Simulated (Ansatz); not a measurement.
## B2O3 (model structure, started from the corundum type, R-3c, No. 167, 10 atoms in the cell)

Computed with PBEsol (Ansatz, a program for electronic structure, PAW).

Numerical settings: plane-wave cutoff 520 eV, 10×10×10 k mesh, Fermi–Dirac smearing 0.01 eV, scalar-relativistic PAW data made under PBE.

Cell (relaxed at this level):

```cif
data_B12O18
_chemical_formula_sum 'B12 O18'
_space_group_name_H-M_alt 'R-3c :H'
_space_group_IT_number 167
_space_group_name_Hall '-R 3 2"c'
_cell_length_a 4.37489
_cell_length_b 4.37489
_cell_length_c 19.70122
_cell_angle_alpha 90.000
_cell_angle_beta 90.000
_cell_angle_gamma 120.000
loop_
_atom_site_label
_atom_site_type_symbol
_atom_site_symmetry_multiplicity
_atom_site_Wyckoff_symbol
_atom_site_fract_x
_atom_site_fract_y
_atom_site_fract_z
_atom_site_occupancy
B1 B 12 c 0.00000 0.00000 0.08397 1
O1 O 18 e 0.37830 0.37830 0.25000 1
```
(The calculation used a cell of 10 atoms; values per cell refer to that cell.)

| Item | Result |
|---|---|
| band gap | 4.75 eV (indirect) |
| smallest direct gap on the k points sampled | 5.25 eV |

Note: the relaxation could raise the start's symmetry but not lower it, so the cell can be a saddle point; the cell has widely spaced layers and the level no dispersion term, so their spacing and the moduli can rest on weak binding.

Computed values are for the static lattice.

A model structure was made by putting elements into a prototype or built by hand; it is no filed structure, need not be a known phase, and can be a saddle point held by its symmetry.
